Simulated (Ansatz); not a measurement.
Ti on the Ca site + O vacancy (Ti_Ca+V_O) in rock-salt CaO (start: the Ca site; O 2.42 Å away; 64-site cell, 2×2×2 shifted sampling). All values below come from PBE, PAW (plane waves to 420 eV; Ansatz, a first-principles code). Total energies of the localised charge states, counted from that of charge +2, and their image corrections (point charge with alignment); the host's valence-band maximum lies at 7.525 eV on the cells' energy zero and its gap is 3.66 eV.

```
charge         moment (μB)  E − E(first) (eV)  correction (eV)
------  ------------------  -----------------  ---------------
+2      not spin-polarised              0.000            0.330
+1                     1.0             10.367            0.021
0                      2.0             21.103            0.000
```

Q: Derive the transition levels above the valence-band maximum and say which of them are thermodynamic.

A: A level is the Fermi energy at which two charges have equal formation energy: ε(q/q′) = [E(q′) + corr(q′) − E(q) − corr(q)] / (q − q′) − E_VBM.
ε(+2/+1) = [(10.367 + 0.021) − (0.000 + 0.330)] / 1 − 7.525 = 2.53 eV
ε(+1/0) = [(21.103 + 0.000) − (10.367 + 0.021)] / 1 − 7.525 = 3.19 eV
Thermodynamic levels at least 0.1 eV inside the gap: (+2/+1) at 2.53 eV; (+1/0) at 3.19 eV. They hold to tenths of an eV in this cell. Charges with a result: +2, +1, 0, −1. Others weren't obtained, and one of them could lie lower, also by skipping a charge. Charge −1 has its level within 0.1 eV of a band edge or past it. The geometries come from one start. Flagged in the runs: a strain field that reaches the edge of the cell.
